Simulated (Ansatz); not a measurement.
The starting structures come from a database of crystals and need not be the phases stable at ambient conditions.

Inside the gap of an insulator the Bloch states are evanescent, with a wavenumber k + iκ along the transport direction.

```
CdIn2Te4
1.0
    7.74338     0.00000     0.00000
    2.51716     7.32284     0.00000
    2.61311    -3.66142     4.49826
Cd In Te
1 2 4
Direct
  0.00000   0.00000   0.00000
  0.50000   0.50000   0.00000
  0.75000   0.75000   0.50000
  0.59088   0.13688   0.04082
  0.90394   0.36830   0.50518
  0.13688   0.59088   0.95918
  0.36830   0.90394   0.49482
```

Space group of this cell: I-4. The cell is taken as given.

Transport runs along the normal of the first two printed cell vectors, the (110) plane of the conventional cell.

The gap is the functional's own, uncorrected, and κ follows it; spin-orbit coupling is left out. Mid-gap values are interpolated between the computed energies.

### Question
Give the band gap and the smallest decay constant κ at mid-gap that Ansatz (a quantum-chemistry and plane-wave program) with r2SCAN yields.

### Answer
Gap 1.35 eV on a 8×8×8 mesh; κ = 0.097 1/Å, at the zone centre.
